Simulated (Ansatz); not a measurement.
CdS (model structure, started from the BN type, Pm-3n, No. 223, 12 atoms in the cell), treated with r²SCAN (plane waves, PAW; Ansatz, a program for electronic structure).

Settings: plane-wave cutoff 560 eV, 6×6×6 k mesh, Fermi–Dirac smearing 0.01 eV, scalar-relativistic PAW data made under PBE.

Cell (relaxed with PBEsol):

```yaml
crystal:
  lattice:
    - [7.16517, 0.00000, 0.00000]
    - [0.00000, 7.16517, 0.00000]
    - [0.00000, 0.00000, 7.16517]
  atoms:
    - { symbol: Cd, position: [0.25000, 0.00000, 0.50000] }
    - { symbol: Cd, position: [0.50000, 0.25000, 0.00000] }
    - { symbol: Cd, position: [0.50000, 0.75000, 0.00000] }
    - { symbol: Cd, position: [0.75000, 0.00000, 0.50000] }
    - { symbol: Cd, position: [0.00000, 0.50000, 0.75000] }
    - { symbol: Cd, position: [0.00000, 0.50000, 0.25000] }
    - { symbol: S, position: [0.25000, 0.50000, 0.00000] }
    - { symbol: S, position: [0.00000, 0.25000, 0.50000] }
    - { symbol: S, position: [0.00000, 0.75000, 0.50000] }
    - { symbol: S, position: [0.75000, 0.50000, 0.00000] }
    - { symbol: S, position: [0.50000, 0.00000, 0.75000] }
    - { symbol: S, position: [0.50000, 0.00000, 0.25000] }
```

Q: What does this level give for the band gap?

A: 
- band gap = 1.81 eV

Note: the relaxation could raise the start's symmetry but not lower it, so the cell can be a saddle point; cell and atoms aren't relaxed at this level (pressure 1.3 GPa).

Spin–orbit coupling is not included.

The computed numbers hold no vibrational or temperature effects.

A model structure was made by putting elements into a prototype or built by hand; it is no filed structure, need not be a known phase, and can be a saddle point held by its symmetry.
